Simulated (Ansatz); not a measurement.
# HfTiO$_{4}$ (space group P2_12_12, No. 18; a cell from a computed database, its experimental status unchecked)

```yaml
crystal:
  lattice:
    - [4.69933, 0.00000, 0.00000]
    - [0.00000, 5.06575, 0.00000]
    - [0.00000, 0.00000, 5.61943]
  atoms:
    - { symbol: Hf, position: [0.00000, 0.00000, 0.08097] }
    - { symbol: Hf, position: [0.50000, 0.50000, 0.91903] }
    - { symbol: Ti, position: [0.00000, 0.50000, 0.42773] }
    - { symbol: Ti, position: [0.50000, 0.00000, 0.57227] }
    - { symbol: O, position: [0.71941, 0.16024, 0.85255] }
    - { symbol: O, position: [0.28059, 0.83976, 0.85255] }
    - { symbol: O, position: [0.21941, 0.33976, 0.14745] }
    - { symbol: O, position: [0.78059, 0.66024, 0.14745] }
    - { symbol: O, position: [0.26484, 0.32434, 0.62491] }
    - { symbol: O, position: [0.73516, 0.67566, 0.62491] }
    - { symbol: O, position: [0.76484, 0.17566, 0.37509] }
    - { symbol: O, position: [0.23516, 0.82434, 0.37509] }
```

Level of theory: PBEsol/PAW in Ansatz (a first-principles code), without spin-orbit coupling. k-mesh 6×5×5 (Γ-centred); smearing 0.05 eV (Fermi–Dirac).

```json
{
  "volume_per_atom": "11.15 Å³",
  "density": "7.21 g/cm³",
  "band_gap": "2.73 eV, direct at Γ",
  "total_energy": "-3387.473 eV/atom (σ→0; compares only within this code and set-up)"
}
```

Spin-orbit coupling, missing from the scalar runs, can matter with Hf. No phonon test of stability was made. All final runs are without spin polarisation.
